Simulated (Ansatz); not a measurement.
Start from BN in the h-BN type structure (space group P6_3/mmc, No. 194; a = 2.506 Å, c = 6.616 Å; layered, stacked along the Cartesian z axis). Axes: x lies along a and z along c of the hexagonal cell.

The values are results of Ansatz (a first-principles code) PBE-D3(BJ), without spin-orbit coupling, earlier PAW set, not measurements.

Perturbation: the cell is compressed by 2.46 % along z with no lateral relaxation, atoms relaxed at fixed cell.

Problem. Predict the stress tensor and what it implies for the stiffness.

Solution. Stress of the strained cell less that of the base (GPa, compression positive):
```
  -0.04    0.00    0.00
   0.00   -0.04    0.00
   0.00    0.00    0.84
```

Then −Δσ_ii/ε with ε = -0.0246 gives secant stiffness values (nonlinear terms included at this strain): C33 ≈ 34 GPa.

Whether these cells are dynamically stable was not tested.
